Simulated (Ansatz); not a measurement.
System: interstitial H in beta Ga2O3 with all lengths changed by +1 % (charge state +1). These are PBE, PAW (plane waves to 420 eV; Ansatz, a program for electronic structure) values and carry that method's errors.

Cell of 120 host sites held at the strained lattice (strain from the relaxed PBE one, atoms relaxed); the Γ point alone; Fermi-Dirac width 0.01 eV, spin-restricted; finite-size errors left in. Energies are static. The charge state is imposed; whether it is stable for some Fermi level was not computed. Sites that were not tried may lie lower.

Barriers: single points on a 2×2×2 k-point mesh shifted by half a step at the bands' geometries.

Relaxed starting cell (atoms counted from 1):

```yaml
crystal:
  lattice:
    - [12.57951, 0.00000, 0.00000]
    - [0.00000, 9.34277, 0.00000]
    - [-2.81058, 0.00000, 11.53459]
  atoms:
    - { symbol: Ga, position: [0.09757, 0.99216, 0.40097] }
    - { symbol: Ga, position: [0.08859, 0.99961, 0.89672] }
    - { symbol: Ga, position: [0.09755, 0.34091, 0.40096] }
    - { symbol: Ga, position: [0.08860, 0.33332, 0.89672] }
    - { symbol: Ga, position: [0.08970, 0.66654, 0.39806] }
    - { symbol: Ga, position: [0.08880, 0.66646, 0.89725] }
    - { symbol: Ga, position: [0.41233, 0.16646, 0.10199] }
    - { symbol: Ga, position: [0.41055, 0.16654, 0.60274] }
    - { symbol: Ga, position: [0.41072, 0.50043, 0.10281] }
    - { symbol: Ga, position: [0.41055, 0.50008, 0.60291] }
    - { symbol: Ga, position: [0.41072, 0.83248, 0.10281] }
    - { symbol: Ga, position: [0.41054, 0.83301, 0.60291] }
    - { symbol: Ga, position: [0.16361, 0.16646, 0.15538] }
    - { symbol: Ga, position: [0.15939, 0.16652, 0.66118] }
    - { symbol: Ga, position: [0.15793, 0.50050, 0.15716] }
    - { symbol: Ga, position: [0.15856, 0.50090, 0.65926] }
    - { symbol: Ga, position: [0.15792, 0.83242, 0.15716] }
    - { symbol: Ga, position: [0.15857, 0.83216, 0.65928] }
    - { symbol: Ga, position: [0.34322, 0.99892, 0.34309] }
    - { symbol: Ga, position: [0.34310, 0.99950, 0.84341] }
    - { symbol: Ga, position: [0.34323, 0.33417, 0.34310] }
    - { symbol: Ga, position: [0.34310, 0.33342, 0.84341] }
    - { symbol: Ga, position: [0.34175, 0.66654, 0.34309] }
    - { symbol: Ga, position: [0.34277, 0.66646, 0.84353] }
    - { symbol: O, position: [0.15772, 0.00045, 0.05495] }
    - { symbol: O, position: [0.16105, 0.00081, 0.55673] }
    - { symbol: O, position: [0.15773, 0.33247, 0.05495] }
    - { symbol: O, position: [0.16103, 0.33225, 0.55672] }
    - { symbol: O, position: [0.15919, 0.66646, 0.05484] }
    - { symbol: O, position: [0.16035, 0.66654, 0.55546] }
    - { symbol: O, position: [0.33984, 0.16654, 0.44468] }
    - { symbol: O, position: [0.34004, 0.16645, 0.94528] }
    - { symbol: O, position: [0.33819, 0.49988, 0.44541] }
    - { symbol: O, position: [0.33970, 0.49982, 0.94546] }
    - { symbol: O, position: [0.33818, 0.83322, 0.44540] }
    - { symbol: O, position: [0.33971, 0.83309, 0.94546] }
    - { symbol: O, position: [0.17599, 0.99967, 0.28342] }
    - { symbol: O, position: [0.17465, 0.00008, 0.78406] }
    - { symbol: O, position: [0.17600, 0.33337, 0.28342] }
    - { symbol: O, position: [0.17465, 0.33289, 0.78405] }
    - { symbol: O, position: [0.17417, 0.66652, 0.28346] }
    - { symbol: O, position: [0.17462, 0.66649, 0.78406] }
    - { symbol: O, position: [0.32659, 0.16648, 0.21564] }
    - { symbol: O, position: [0.32578, 0.16652, 0.71711] }
    - { symbol: O, position: [0.32499, 0.49990, 0.21614] }
    - { symbol: O, position: [0.32538, 0.49978, 0.71699] }
    - { symbol: O, position: [0.32499, 0.83306, 0.21613] }
    - { symbol: O, position: [0.32539, 0.83325, 0.71699] }
    - { symbol: O, position: [0.49562, 0.99904, 0.12910] }
    - { symbol: O, position: [0.49519, 0.99976, 0.62863] }
    - { symbol: O, position: [0.49561, 0.33388, 0.12909] }
    - { symbol: O, position: [0.49519, 0.33332, 0.62863] }
    - { symbol: O, position: [0.49614, 0.66646, 0.12928] }
    - { symbol: O, position: [0.49551, 0.66655, 0.62869] }
    - { symbol: O, position: [0.01013, 0.16653, 0.35688] }
    - { symbol: O, position: [0.00416, 0.16647, 0.87218] }
    - { symbol: O, position: [0.00576, 0.49927, 0.37144] }
    - { symbol: O, position: [0.00425, 0.49979, 0.87088] }
    - { symbol: O, position: [0.00577, 0.83382, 0.37144] }
    - { symbol: O, position: [0.00425, 0.83313, 0.87088] }
    - { symbol: Ga, position: [0.58627, 0.16655, 0.39870] }
    - { symbol: Ga, position: [0.58968, 0.16645, 0.89733] }
    - { symbol: Ga, position: [0.58948, 0.50049, 0.39741] }
    - { symbol: Ga, position: [0.58983, 0.49998, 0.89717] }
    - { symbol: Ga, position: [0.58948, 0.83260, 0.39741] }
    - { symbol: Ga, position: [0.58982, 0.83292, 0.89717] }
    - { symbol: Ga, position: [0.90730, 0.99690, 0.10113] }
    - { symbol: Ga, position: [0.91168, 0.99988, 0.60371] }
    - { symbol: Ga, position: [0.90729, 0.33602, 0.10113] }
    - { symbol: Ga, position: [0.91168, 0.33320, 0.60371] }
    - { symbol: Ga, position: [0.91065, 0.66646, 0.10232] }
    - { symbol: Ga, position: [0.91127, 0.66654, 0.60291] }
    - { symbol: Ga, position: [0.65660, 0.99856, 0.15605] }
    - { symbol: Ga, position: [0.65751, 0.99964, 0.65710] }
    - { symbol: Ga, position: [0.65660, 0.33435, 0.15606] }
    - { symbol: Ga, position: [0.65751, 0.33343, 0.65710] }
    - { symbol: Ga, position: [0.65840, 0.66646, 0.15724] }
    - { symbol: Ga, position: [0.65799, 0.66654, 0.65664] }
    - { symbol: Ga, position: [0.83089, 0.16654, 0.34346] }
    - { symbol: Ga, position: [0.84129, 0.16647, 0.84062] }
    - { symbol: Ga, position: [0.84226, 0.50009, 0.34262] }
    - { symbol: Ga, position: [0.84185, 0.50036, 0.84193] }
    - { symbol: Ga, position: [0.84225, 0.83299, 0.34262] }
    - { symbol: Ga, position: [0.84185, 0.83258, 0.84193] }
    - { symbol: O, position: [0.65997, 0.16645, 0.05544] }
    - { symbol: O, position: [0.66013, 0.16655, 0.55481] }
    - { symbol: O, position: [0.66147, 0.50001, 0.05482] }
    - { symbol: O, position: [0.66078, 0.49969, 0.55467] }
    - { symbol: O, position: [0.66147, 0.83290, 0.05481] }
    - { symbol: O, position: [0.66078, 0.83339, 0.55466] }
    - { symbol: O, position: [0.84304, 0.00145, 0.44503] }
    - { symbol: O, position: [0.84028, 0.00082, 0.94470] }
    - { symbol: O, position: [0.84305, 0.33164, 0.44503] }
    - { symbol: O, position: [0.84028, 0.33211, 0.94470] }
    - { symbol: O, position: [0.84142, 0.66654, 0.44503] }
    - { symbol: O, position: [0.84001, 0.66646, 0.94495] }
    - { symbol: O, position: [0.67103, 0.16653, 0.28405] }
    - { symbol: O, position: [0.67469, 0.16648, 0.78334] }
    - { symbol: O, position: [0.67526, 0.49954, 0.28403] }
    - { symbol: O, position: [0.67515, 0.49950, 0.78341] }
    - { symbol: O, position: [0.67525, 0.83350, 0.28403] }
    - { symbol: O, position: [0.67515, 0.83346, 0.78341] }
    - { symbol: O, position: [0.82468, 0.00122, 0.21726] }
    - { symbol: O, position: [0.82573, 0.00035, 0.71630] }
    - { symbol: O, position: [0.82468, 0.33174, 0.21725] }
    - { symbol: O, position: [0.82573, 0.33268, 0.71630] }
    - { symbol: O, position: [0.82609, 0.66648, 0.21690] }
    - { symbol: O, position: [0.82562, 0.66651, 0.71618] }
    - { symbol: O, position: [0.99412, 0.16647, 0.14337] }
    - { symbol: O, position: [0.99659, 0.16653, 0.62642] }
    - { symbol: O, position: [0.99489, 0.49929, 0.12938] }
    - { symbol: O, position: [0.99600, 0.49975, 0.62893] }
    - { symbol: O, position: [0.99489, 0.83363, 0.12938] }
    - { symbol: O, position: [0.99600, 0.83332, 0.62893] }
    - { symbol: O, position: [0.50398, 0.99876, 0.37104] }
    - { symbol: O, position: [0.50519, 0.99962, 0.87154] }
    - { symbol: O, position: [0.50398, 0.33433, 0.37104] }
    - { symbol: O, position: [0.50519, 0.33329, 0.87154] }
    - { symbol: O, position: [0.50410, 0.66655, 0.37119] }
    - { symbol: O, position: [0.50502, 0.66645, 0.87130] }
    - { symbol: H, position: [0.00301, 0.16650, 0.26540] }
```
Cell charge +1.

End state 1 differs by these moves (Å; atoms that move under 0.08 Å are left out):

```tsv
atom	element	Δx	Δy	Δz
55	O	-0.08	0.00	0.43
56	O	0.02	0.00	-0.08
110	O	0.02	0.00	-0.17
121	H	-0.58	0.00	2.47
```

**Question.** Give the forward and backward barriers to end state 1 at the level PBE, PAW.

**Answer.** forward 1.33 eV, backward 1.15 eV; at the saddle point atom 121 has neighbours Ga at 2.00; O at 0.96 Å. The saddle point's order was not checked, and it lies on a symmetry element of the cell, where a band can be held.

End state 2 differs by these moves (Å; atoms that move under 0.08 Å are left out):

```json
[
 {"atom": "1", "element": "Ga", "Δx": "-0.09", "Δy": "0.08", "Δz": "-0.05"},
 {"atom": "3", "element": "Ga", "Δx": "-0.09", "Δy": "-0.08", "Δz": "-0.05"},
 {"atom": "13", "element": "Ga", "Δx": "0.09", "Δy": "0.00", "Δz": "0.08"},
 {"atom": "55", "element": "O", "Δx": "-0.09", "Δy": "0.00", "Δz": "0.05"},
 {"atom": "56", "element": "O", "Δx": "-0.03", "Δy": "0.00", "Δz": "0.19"},
 {"atom": "67", "element": "Ga", "Δx": "-0.08", "Δy": "-0.06", "Δz": "-0.02"},
 {"atom": "69", "element": "Ga", "Δx": "-0.08", "Δy": "0.06", "Δz": "-0.01"},
 {"atom": "79", "element": "Ga", "Δx": "0.14", "Δy": "0.00", "Δz": "0.01"},
 {"atom": "109", "element": "O", "Δx": "0.03", "Δy": "0.00", "Δz": "-0.43"},
 {"atom": "110", "element": "O", "Δx": "-0.03", "Δy": "0.00", "Δz": "0.10"},
 {"atom": "121", "element": "H", "Δx": "0.60", "Δy": "0.00", "Δz": "-2.82"}
]
```

**Question.** Estimate the forward and backward barriers to end state 2 that PBE, PAW returns for this input.

**Answer.** forward 1.32 eV, backward 1.15 eV; at the saddle point atom 121 has neighbours Ga at 2.01; O at 0.96 Å. The saddle point's order was not checked.
